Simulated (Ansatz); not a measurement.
## CoSi under a change: Co vacancy

The parent structure is an 8-atom supercell of CoSi (space group P2_13, No. 198; a = 4.3857 Å; non-magnetic) at its relaxed geometry.

Modification: one Co atom is removed, atoms relaxed at fixed cell, starting from a slightly rattled geometry.

All numbers come from PBEsol/PAW in Ansatz (a program for electronic structure), spin-orbit coupling left out. Settings: 8×8×8 k-points, 0.05 eV Fermi–Dirac smearing.

The pressure goes from zero to -7.4 GPa and the largest displacement of a host atom from its site in the perfect cell amounts to 0.08 Å.

Final structure:

```
CELL_PARAMETERS angstrom
      4.38574     0.00000     0.00000
      0.00000     4.38574     0.00000
      0.00000     0.00000     4.38574
ATOMIC_POSITIONS crystal
  Co 0.64167 0.35425 0.85694
  Co 0.85971 0.63861 0.35453
  Co 0.35731 0.85665 0.63889
  Si 0.85645 0.85339 0.85367
  Si 0.33302 0.66121 0.14915
  Si 0.15193 0.32996 0.66148
  Si 0.66426 0.14886 0.33024
```

The magnetic state is the one reached from the starting moments; the real material's order can differ, and small cells can't hold many antiferromagnetic ones. The cell is small, so the values are those of an ordered compound at a high defect concentration; dilute-limit values will differ. Seeded moments were not kept for Co vacancy and the base. Spin-polarised in the final run: Co vacancy; the other runs are not. The defect cell is spin-polarised and ends with 0.0 μB.
